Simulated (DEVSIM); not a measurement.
Structure: Schottky contact on p-type GaAs, at 350 K.

Layer 1 from the left is GaAs, thickness (μm) 1.60, Na (cm⁻³) 1.2e15, τn (s) 1.7e-8, τp (s) 1.7e-8. Layer 2 from the left is GaAs, thickness (μm) 1.30, Na (cm⁻³) 6.2e17, τn (s) 1.7e-8, τp (s) 1.7e-8.

Left contact: Schottky, work function 4.724 eV, emission velocity 3.3e6 cm/s. Right contact: ohmic. Voltage is applied to the left contact. Recombination: SRH at mid-gap, radiative, Auger. Mobility is μmin + (μ − μmin)/(1 + (N/Nref)^α).

Constants are typed, rounded textbook-type inputs, not results; the design itself was drawn at random and stands for no fabricated device. Values at 300 K; Nc and Nv go as T^1.5, mobilities as T to minus their exponent, the gap by Varshni's rule with the affinity fixed.

GaAs: gap (eV) 1.424, affinity (eV) 4.07, permittivity 12.9, Nc (cm⁻³) 4.7e17, Nv (cm⁻³) 9e18, μn (cm²/Vs) 8500, μp (cm²/Vs) 400, μn,min 500, μp,min 20, Nref,n 6e16, Nref,p 1.5e17, αn 0.39, αp 0.38, T exponent of μn 2.1, T exponent of μp 2.2, B (cm³/s) 2e-10, Cn (cm⁶/s) 1e-30, Cp (cm⁶/s) 1e-30, Varshni α (eV/K) 0.000541, Varshni β (K) 204.

DEVSIM, 1D drift-diffusion, Boltzmann statistics, complete ionisation; no tunnelling, impact ionisation, image-force lowering or self-heating. Metal contacts follow the ideal Schottky-Mott rule: no Fermi-level pinning, no interface dipoles.

Dark forward current:

| |V| (V) | |J| (A/cm²) |
|---|---|
| 0.05 | 0.0002022 |
| 0.10 | 0.001211 |
| 0.15 | 0.006214 |
| 0.20 | 0.03063 |
| 0.25 | 0.1458 |
| 0.30 | 0.6486 |
| 0.35 | 2.469 |
| 0.40 | 7.156 |
| 0.45 | 15.42 |
| 0.50 | 26.61 |
| 0.55 | 39.84 |
| 0.60 | 54.47 |
| 0.65 | 70.10 |
| 0.70 | 86.49 |
| 0.75 | 103.5 |
| 0.80 | 121.0 |
| 0.85 | 139.0 |
| 0.90 | 157.4 |
| 0.95 | 176.3 |
| 1.00 | 195.5 |
| 1.05 | 215.0 |
| 1.10 | 235.0 |
| 1.15 | 255.3 |
| 1.20 | 276.0 |
| 1.25 | 297.0 |
| 1.30 | 318.4 |

Question: Work out the local ideality factor n = ΔV / (kT/q · ln(J2/J1)) between the rows 0.15 and 0.20 V, 1.25 and 1.30 V.

Answer: kT/q = 30.16 mV. From 0.15 to 0.20 V: ln(0.03063/0.006214) = 1.595, n = 1.04, near the 1 of diffusion or emission over a barrier. From 1.25 to 1.30 V: ln(318.4/297.0) = 0.070, n = 23.83.

Question: Estimate the current at 0.15 V for emission alone, J0 = q v N_band exp(−φB/kT), and read the barrier back from the simulated current.

Answer: φB = 0.747 eV, N_band = 1.13e19 cm⁻³, J0 = 0.000105 A/cm²; J = J0 (exp(qV/kT) − 1) = 0.0151 A/cm². The simulation gives 0.00621 A/cm²; the estimate lies 140 % above. Read backwards, the simulated current gives an apparent barrier of 0.774 eV. The estimate leaves out transport through the depletion region and minority injection.
